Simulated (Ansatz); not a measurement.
The reference is Mg₂Sn (space group Fm-3m, No. 225).

Space group Fm-3m (No. 225); a = b = c = 6.7456 Å, α = β = γ = 90.00°

```
atom  site  symmetry       x       y       z
----  ----  --------  ------  ------  ------
Sn      4a      m-3m  0.0000  0.0000  0.0000
Mg      8c      -43m  0.2500  0.2500  0.2500
```
(The calculation used a cell of 3 atoms; values per cell refer to that cell.)

All numbers come from Ansatz (a quantum-chemistry and plane-wave program) PBEsol, spin-orbit coupling left out, earlier PAW set.

```tsv
level	band gap
PBEsol	zero
```

Measured: band gap 0.36 eV (temperature not stated; as listed in Byungki Ryu et al., Journal of the Korean Physical Society (2019)).

Computed minus measured — band gap: PBEsol -0.36 eV. Measured values not marked as corrected hold thermal and zero-point effects that the static-lattice runs lack. A measured gap can be an optical one, lowered by exciton binding. Levels without spin-orbit coupling miss its effect on the gap.

No phonon test of stability was made.
